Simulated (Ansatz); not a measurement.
Partial pair distribution functions of a relaxed model of amorphous Si₃₀N₃₈O₃, broadened by 0.06 Å; density 2.93 g/cm³. Calculation: PBE, scalar-relativistic without spin-orbit coupling (plane waves to 420 eV, PAW; Ansatz, a quantum-chemistry and plane-wave program).

The cell was made by melting and quenching with the CHGNet potential and then relaxed with DFT. O and N atoms were pushed apart under 1.9 Å during the dynamics, to hinder bonds among them. The hot cell started wider than the set density and was brought back towards it in steps. It is the lowest in DFT energy of 2 quenches. It is a model cell: composition and starting density were chosen by hand, and all elements were melted together. No dispersion term was used. Its density started from a set value of 2.93 and ended at 2.93 g/cm³. The quench (nominally 300 K/ps over its main leg) was far faster than any real one, so the model tends to hold more defects than a real film. One small periodic cell is one sample of the glass; other quenches scatter about these values. The volume was held where the preparation left it and the shape relaxed, at a PBE pressure of 1.9 GPa. Stress components on the final sampling reach 2.0 GPa.

| r (Å) | g Si-N | g Si-O | g Si-Si | g N-N |
|---|---|---|---|---|
| 1.40 | 0.00 | 0.01 | 0.00 | 0.00 |
| 1.50 | 0.06 | 1.14 | 0.00 | 0.00 |
| 1.60 | 1.66 | 8.15 | 0.00 | 0.00 |
| 1.70 | 8.85 | 6.16 | 0.00 | 0.00 |
| 1.80 | 8.52 | 0.46 | 0.00 | 0.00 |
| 1.90 | 1.50 | 0.00 | 0.00 | 0.00 |
| 2.00 | 0.14 | 0.00 | 0.00 | 0.00 |
| 2.10 | 0.01 | 0.00 | 0.00 | 0.00 |
| 2.20 | 0.00 | 0.00 | 0.00 | 0.00 |
| 2.30 | 0.00 | 0.00 | 0.08 | 0.06 |
| 2.40 | 0.03 | 0.00 | 0.50 | 0.44 |
| 2.50 | 0.06 | 0.00 | 0.58 | 0.85 |
| 2.60 | 0.07 | 0.00 | 0.76 | 1.29 |
| 2.70 | 0.16 | 0.02 | 0.70 | 2.86 |
| 2.80 | 0.37 | 0.45 | 1.81 | 3.83 |
| 2.90 | 0.51 | 1.74 | 3.63 | 3.12 |
| 3.00 | 0.44 | 2.18 | 3.66 | 2.57 |
| 3.10 | 0.62 | 1.13 | 2.54 | 1.92 |
| 3.20 | 0.80 | 0.25 | 1.71 | 1.01 |
| 3.30 | 0.97 | 0.88 | 1.05 | 0.59 |
| 3.40 | 1.35 | 1.25 | 0.70 | 0.41 |
| 3.50 | 1.17 | 1.47 | 0.28 | 0.55 |
| 3.60 | 0.77 | 0.58 | 0.36 | 0.48 |
| 3.70 | 1.21 | 0.85 | 0.37 | 0.27 |
| 3.80 | 1.39 | 1.00 | 0.37 | 0.36 |
| 3.90 | 1.28 | 1.08 | 0.23 | 0.32 |
| 4.00 | 1.16 | 1.08 | 0.45 | 0.36 |
| 4.10 | 1.25 | 1.82 | 0.51 | 0.41 |
| 4.20 | 1.64 | 1.99 | 0.60 | 0.51 |
| 4.30 | 1.70 | 1.85 | 0.82 | 0.71 |
| 4.40 | 1.72 | 1.72 | 0.88 | 0.95 |
| 4.50 | 1.32 | 0.74 | 1.06 | 1.06 |
| 4.60 | 1.00 | 0.21 | 1.05 | 1.15 |

Within 2.10 Å each Si has 3.77 N neighbours on average.
